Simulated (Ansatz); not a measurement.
SrTiO3 (Pm-3m) under hydrostatic pressure: hole conductivity mass by PBEsol with spin-orbit coupling, rigid bands (plane waves, PAW; Ansatz, a first-principles code). The unloaded cell, whose axes the loads refer to:

```cif
data_O3SrTi
_chemical_formula_sum 'Sr1 Ti1 O3'
_space_group_name_H-M_alt 'Pm-3m'
_space_group_IT_number 221
_space_group_name_Hall '-P 4 2 3'
_cell_length_a 3.89113
_cell_length_b 3.89113
_cell_length_c 3.89113
_cell_angle_alpha 90.000
_cell_angle_beta 90.000
_cell_angle_gamma 90.000
loop_
_atom_site_label
_atom_site_type_symbol
_atom_site_symmetry_multiplicity
_atom_site_Wyckoff_symbol
_atom_site_fract_x
_atom_site_fract_y
_atom_site_fract_z
_atom_site_occupancy
Sr1 Sr 1 a 0.00000 0.00000 0.00000 1
Ti1 Ti 1 b 0.50000 0.50000 0.50000 1
O1 O 3 c 0.00000 0.50000 0.50000 1
```

| hydrostatic pressure (GPa) | volume per atom (Å³) | hole conductivity mass (mₑ) |
|---|---|---|
| -2 | 11.91 | 1.88 |
| 0 | 11.78 | 1.86 |
| 2 | 11.66 | ? |
| 5 | 11.49 | 1.82 |
| 10 | 11.23 | 1.79 |

Task: Fit a straight line to ln(hole conductivity mass) against the load over the rows given, and predict the row at 2 GPa.

Result: The means are x̄ = 3.250 GPa and ȳ = 0.6082; Σ(x − x̄)(y − ȳ) = -0.3531 and Σ(x − x̄)² = 86.75, so the slope is -0.407 % per GPa, and the rows given lie within 0.23 % of the line. At 2 GPa the line gives 1.85 mₑ; the calculation gives 1.85 mₑ, 0.19 % from it.

Masses are for dilute carriers at 300 K, harmonic means over directions unless an axis is named. Stresses and pressures are the targets of the relaxation. The structure type is held at every load. Geometry: cell and atoms relaxed with PBEsol.
